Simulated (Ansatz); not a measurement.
The parent structure is Cs$_{2}$AgBiBr$_{6}$ (space group Fm-3m, No. 225; a = 11.1874 Å).

Calculations: PBEsol/PAW in Ansatz (a first-principles code), no SOC.

Strains are applied to the cell and any free atomic positions relax.

One change was made to it. Results:

| quantity | base | after |
|---|---|---|
| pressure | 0.00 GPa | 0.64 GPa |
| energy relative to the base (free energy F) | 0 meV/atom | +1.5 meV/atom |
| band gap | 1.10 eV | 1.06 eV |
| smallest direct gap | 2.23 eV | 2.24 eV |

**Question.** What was done to the base?
(A) isotropic strain −3.00 %
(B) isotropic strain −2.25 %
(C) isotropic strain −0.75 %
(D) isotropic strain −1.50 %

**Answer.** C, isotropic strain −0.75 %. For comparison, the band gap in the other runs: isotropic strain −1.50 % gives 1.02 eV; isotropic strain −3.00 % gives 0.93 eV; isotropic strain −2.25 % gives 0.97 eV.

Spin-orbit coupling, missing from the scalar runs, can matter with Bi. Whether these cells are dynamically stable was not tested.
